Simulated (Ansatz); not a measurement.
Sc: response to strain

The parent structure is Sc in the hcp (Mg type) structure (space group P6_3/mmc, No. 194; a = 3.275 Å, c = 5.105 Å; relaxed with 0.1 eV smearing). Axes: x lies along a and z along c of the hexagonal cell.

Strains are applied to the cell and any free atomic positions relax; under biaxial strain the out-of-plane vector relaxes too.

All numbers come from Kohn–Sham DFT with the PBEsol functional, run in Ansatz (a quantum-chemistry and plane-wave program) with PAW and 420 eV plane waves, spin-orbit coupling left out.

```json
[
 {"biaxial strain, plane normal [001], relaxed out of plane (%)": "-3", "out-of-plane strain (%)": "1.91"},
 {"biaxial strain, plane normal [001], relaxed out of plane (%)": "-2.5", "out-of-plane strain (%)": "?"},
 {"biaxial strain, plane normal [001], relaxed out of plane (%)": "-2", "out-of-plane strain (%)": "1.23"},
 {"biaxial strain, plane normal [001], relaxed out of plane (%)": "-1.5", "out-of-plane strain (%)": "0.90"},
 {"biaxial strain, plane normal [001], relaxed out of plane (%)": "-1", "out-of-plane strain (%)": "0.59"},
 {"biaxial strain, plane normal [001], relaxed out of plane (%)": "-0.5", "out-of-plane strain (%)": "0.29"},
 {"biaxial strain, plane normal [001], relaxed out of plane (%)": "0", "out-of-plane strain (%)": "0.00"}
]
```

Task: Fit ε⊥ = −νε + γε² (strains in %) to the rows shown and predict the withheld row.

Result: Least squares on the printed values gives ν = 0.57 (the biaxial Poisson response) and γ = 0.023 (largest residual 0.00 %); this predicts 1.56 %, and the run gives 1.56 %, in agreement.

Whether these cells are dynamically stable was not tested. All final runs are without spin polarisation.
